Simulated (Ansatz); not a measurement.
Base system: CuI in the zinc blende structure (space group F-43m, No. 216; a = 5.8619 Å).

Computed with LDA, PAW, 420 eV (Ansatz, an electronic-structure program; no spin-orbit coupling).

Base values:

| Property | Result |
|---|---|
| Lattice parameter a | 5.862 Å |
| Gap character | direct at Γ |

The change: a hydrostatic pressure of 30 GPa.

Task: What does the calculation give for the lattice parameter a and gap character after the change?

Result: The lattice parameter a drops by 0.500 Å (5.862 Å → 5.362 Å); the gap character becomes indirect, Γ → X (base: direct at Γ).

Spin-orbit coupling, missing from the scalar runs, can matter with I. Load acts through the strain it causes; cell and atoms are relaxed under it. Stability against distortions was not tested. Tetrahedral semiconductors of this kind turn to denser phases somewhere between about 1 and 50 GPa; those were not computed, so compressed cells here can lie past the real transition. The final runs are not spin-polarised.
